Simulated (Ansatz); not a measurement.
## Sc under a change: biaxial strain −1.50 %, plane normal [001], relaxed out of plane

Consider Sc in the hcp (Mg type) structure (space group P6_3/mmc, No. 194; a = 3.318 Å, c = 5.186 Å; relaxed with 0.1 eV smearing). Axes: x lies along a and z along c of the hexagonal cell.

The change: compressive biaxial strain of 1.50 % in the plane normal to [001], as in epitaxy on a mismatched substrate; the out-of-plane cell vector and the atoms relax.

All numbers come from Ansatz (a first-principles code), PBE, PAW, cutoff 420 eV, no spin-orbit coupling. Settings: 20×20×11 k-points, 0.1 eV Fermi–Dirac smearing.

Space group: P6_3/mmc (No. 194) (base P6_3/mmc (No. 194))
Shortest interatomic distance: 322.6 pm (base 322.4 pm)
Pressure (mean of the normal stresses, compression positive): 1.3 GPa (base 0.0 GPa)
Band gap: zero (base zero)
Out-of-plane strain: +0.90 %
Mean in-plane stress (compression positive): +1.9 GPa

Final structure (turned so that z lies along the plane normal):

```yaml
crystal:
  lattice:
    - [3.26817, 0.00000, 0.00000]
    - [1.63409, 2.83032, 0.00000]
    - [0.00000, 0.00000, 5.23244]
  atoms:
    - { symbol: Sc, position: [0.66667, 0.66667, 0.75000] }
    - { symbol: Sc, position: [0.33333, 0.33333, 0.25000] }
```

Cost of the whole job for the changed cell (relaxation, final SCF and bands): roughly 40 core-seconds.

No phonon test of stability was made. All final runs are without spin polarisation.
